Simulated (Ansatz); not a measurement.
For BaTiO3 (R3m, No. 160, 5 atoms in the cell; start mp-5020), LDA (Ansatz, a first-principles code, plane waves, PAW) gives:

| Property | Value |
|---|---|
| equilibrium lattice constant a | 5.576 Å |
| c axis length | 6.841 Å |

Task: What does r²SCAN-D4 (Ansatz, PAW) give for the same quantities?

Result: 
- lattice constant a: 5.665 Å (grows by 1.6 %)
- lattice parameter c: 6.971 Å (goes up by 1.9 %)

Changes are worked out from the printed values.

Unless a cell is named, each level is at its own relaxed cell (LDA 12.28, r²SCAN-D4 12.92 Å³/atom).

Caveats: the relaxation could not lower the start's symmetry, so the cell can be a saddle point above a distorted one (LDA, r²SCAN-D4). Ansatz's density-functional and Hartree–Fock values are scalar-relativistic unless marked +SOC, with PAW data made under PBE.

A start named mp-… is a Materials Project structure, which need not be a measured phase.
